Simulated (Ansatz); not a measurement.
Pressure series in Hf3N4

The reference is Hf₃N₄ (space group I-43d, No. 220; a = 6.651 Å).

Cell and atoms are relaxed at each pressure.

Level of theory: Kohn–Sham DFT with the PBEsol functional, run in Ansatz (a first-principles code) with PAW and 420 eV plane waves, no spin-orbit coupling.

```
pressure (GPa)  volume per atom (Å³/atom)
--------------  -------------------------
-2                                 10.594
-1                                      ?
0                                  10.508
0.3                                10.497
0.7                                10.481
1.5                                10.448
3                                  10.389
5                                  10.314
```

Fit the third-order Birch–Murnaghan form P(V) = (3B₀/2)[(V₀/V)^(7/3) − (V₀/V)^(5/3)]·[1 + (3/4)(B₀′ − 4)((V₀/V)^(2/3) − 1)] (squares taken in P) to the rows shown and predict the withheld row.

Least squares on the printed values gives V₀ = 10.509 Å³/atom, B₀ = 254 GPa, B₀′ = 5.3; this predicts 10.551 Å³/atom, and the run gives 10.550 Å³/atom, in agreement.

Load acts through the strain it causes; cell and atoms are relaxed under it. No phonon test of stability was made. No other phases were tried under pressure.
